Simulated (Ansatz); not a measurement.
**WC (model structure, started from the rocksalt type, Fm-3m, No. 225, 2 atoms in the cell)**

The numbers are results of r²SCAN (Ansatz, a quantum-chemistry and plane-wave program, PAW), not measurements.

Settings: plane-wave cutoff 500 eV, 14×14×14 k mesh, Fermi–Dirac smearing 0.05 eV, no spin polarisation, scalar-relativistic PAW data made under PBE.

Cell (relaxed at this level):

```
CELL_PARAMETERS angstrom
      0.00000     2.18251     2.18251
      2.18251     0.00000     2.18251
      2.18251     2.18251     0.00000
ATOMIC_POSITIONS crystal
  C  0.00000 0.00000 0.00000
  W  0.50000 0.50000 0.50000
```

For WC (model structure, started from the rocksalt type, Fm-3m, No. 225, 2 atoms in the cell), the band gap is zero (no gap).

Note: the relaxation could raise the start's symmetry but not lower it, so the cell can be a saddle point.

Spin–orbit coupling is not included.

The result took roughly 19 core-seconds.

A model structure was made by putting elements into a prototype or built by hand; it is no filed structure, need not be a known phase, and can be a saddle point held by its symmetry.
